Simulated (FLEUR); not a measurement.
A self-consistent single point of Ti2Sn (P6_3/mmc, 6 atoms in the cell) with FLEUR.

Computed with LDA (Perdew-Zunger), all-electron FLAPW (FLEUR), scalar-relativistic valence.

```
CELL_PARAMETERS angstrom
      4.73535     0.00000     0.00000
     -2.36768     4.10093     0.00000
      0.00000     0.00000     5.61886
ATOMIC_POSITIONS crystal
  Ti 0.66667 0.33333 0.25000
  Ti 0.33333 0.66667 0.75000
  Ti 0.00000 0.00000 0.00000
  Ti 0.00000 0.00000 0.50000
  Sn 0.66667 0.33333 0.75000
  Sn 0.33333 0.66667 0.25000
```

Reference input (self-consistent single point, DFT, PBEsol, all-electron FLAPW (FLEUR), scalar-relativistic valence): Kmax = 4.2 1/bohr; GmaxXC = 16.8 1/bohr; xcFunctional = PBEs; jspins = 1; l_soc = F; mode = hist; fermiSmearingEnergy = 0.00367493 Htr; mesh (inpgen div1-3) = 7 7 5; inpgen gamma flag = false; Gmax = 16.8 1/bohr; numbands = 0; maxIterBroyd = 15. This run's input differs from it in these lines:

```diff
@@ -18,3 +18,3 @@
 &comp jspins=1 /
-&exco xctyp='PBEs' /
+&exco xctyp='pz' /
 &kpt div1=7 div2=7 div3=5 /
@@ -31,3 +31,3 @@
       <coreElectrons ctail="T" frcor="F" kcrel="0" coretail_lmax="0"/>
-      <xcFunctional name="PBEs" relativisticCorrections="F"/>
+      <xcFunctional name="pz" relativisticCorrections="F"/>
       <magnetism jspins="1"/>
```

Output (repeated stretches shortened):

```
 Iteration:     1   Distance:       7.05477717 me/bohr^3
 Iteration:     2   Distance:       6.42211917 me/bohr^3
 Iteration:     3   Distance:       4.63516298 me/bohr^3
 Iteration:     4   Distance:       2.82367659 me/bohr^3
 Iteration:     5   Distance:       4.21738480 me/bohr^3
   [... 11 lines left out ...]
 Iteration:    17   Distance:       0.00021921 me/bohr^3
 Iteration:    18   Distance:       0.00008205 me/bohr^3
 Iteration:    19   Distance:       0.00002634 me/bohr^3
 Iteration:    20   Distance:       0.00000512 me/bohr^3
 Run finished successfully
 Stop message:
   Structural relaxation: Done

[file out, last iteration]
             iter=     21
[...]
          total density-effective poten   -2.5856513692E+04
          total charge density-energy d   -4.8151120774E+02
 Updated energy parameters for spin:           1
[...]
 fermi energy and band-weighting factors:
   [... 5 lines left out ...]

[...]
FERMIE:
          first approx. to ef    (T=0)  :   0.372810 htr   (energy of the highest occ. eigenvalue)
          number of occ. states  (T=0)  :        912
          first approx. to seigv (T=0)  : -34.854753 htr
          sum of weights of occ. states :  38.000000
          sum of semicore charge        :   0.000000 e
FERHIS:  Fermi-Energy by histogram:
          bandgap                     :   0.004218 htr
   [... lines left out ...]
          charge neutrality (T=0)     :   0.000000    (zero if the highest occ. eigenvalue is "entirely" occupied)
     EF_NEWTON:  Adjust Fermi-Energy by Newton-Method.
 Direct bandgap for spin            1 :    4.2179423788359927E-003  Htr
 ---->    free energy=                    -15755.7550038833 htr
   [... lines left out ...]
 TOTAL FORCE FOR ATOM TYPE=  1  X= -4.474   Y=  2.583   Z=  2.655
                       FX_TOT= 0.000000 FY_TOT= 0.000000 FZ_TOT= 0.000000
 TOTAL FORCE FOR ATOM TYPE=  2  X=  0.000   Y=  0.000   Z=  0.000
                       FX_TOT= 0.000000 FY_TOT= 0.000000 FZ_TOT= 0.000000
 TOTAL FORCE FOR ATOM TYPE=  3  X= -4.474   Y=  2.583   Z= -2.655
                       FX_TOT= 0.000000 FY_TOT= 0.000000 FZ_TOT= 0.000000
 Structural relaxation: Done
```

The run converged in 20 iterations. FLEUR gives forces in its relaxation mode, with a further iteration, so its stop message speaks of a relaxation. 

The starting cell comes from a database of computed structures (which also holds hypothetical and non-ambient phases and stackings), without a prior relaxation at this level. Spin polarisation is off. Values depend on the basis (sphere radii, cutoffs, local orbitals), which need not be converged. The log's line on a gap gives a spacing of levels on this mesh, which the program prints for metals too.

Cost on one core of a shared machine: roughly 6 min.
